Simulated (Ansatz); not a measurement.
Band edges of rocksalt SrO (Fm-3m) under hydrostatic pressure

Cell and atoms are relaxed with PBEsol to each stress (compression positive); bands and masses by PBE, rigid bands (plane waves, PAW, scalar-relativistic; Ansatz, a first-principles code).

Space group Fm-3m (No. 225); a = 5.1224 Å, b = 5.1224 Å, c = 5.1224 Å, α = 90.00°, β = 90.00°, γ = 90.00°

| atom | site | symmetry | x | y | z |
|---|---|---|---|---|---|
| Sr | 4a | m-3m | 0.0000 | 0.0000 | 0.0000 |
| O | 4b | m-3m | 0.5000 | 0.5000 | 0.5000 |
(The calculation used a cell of 2 atoms; values per cell refer to that cell.)

```csv
stress (GPa),ln(V/V₀) (%),gap (eV),mean mₑ*
-5.40,6.68,3.334,0.54
-3.60,4.21,3.328,0.53
-1.80,2.00,3.317,0.52
0,0,3.308,0.52
1.80,-1.84,3.298,0.51
3.60,-3.54,3.286,0.51
7.20,-6.61,3.263,0.50
10.80,-9.32,3.223,0.49
```

 Masses are conductivity masses at 300 K in electron masses, harmonic means over x, y and z.

Question: Estimate the bulk modulus from the two loads next to zero.

Answer: B ≈ −Δp/Δln V = 3.60 GPa/3.84 % = 94 GPa (PBEsol), a mean over this interval.

Question: How fast does the gap move on either side of zero load?

Answer: Under tension, (3.334 − 3.308) eV over -5.40 GPa = -5 meV/GPa, or about 0.4 eV per unit ln V; under compression, (3.263 − 3.308) eV over 7.20 GPa = -6 meV/GPa, or about 0.7 eV per unit ln V. The two slopes part by 1 meV/GPa; gaps are resolved to about 0.01 eV, which allows 3 meV/GPa, so these rows don't tell them apart.

Masses are those of dilute carriers in rigid bands with one relaxation time, without polarons. Third decimals of gaps are kept for the arithmetic. Spin-orbit coupling is left out; it splits the top of the valence band and so changes the gap and its response. Every relaxation keeps the rocksalt phase (space group Fm-3m under this load), so a transition, a distortion that breaks the symmetry or fracture can't show.
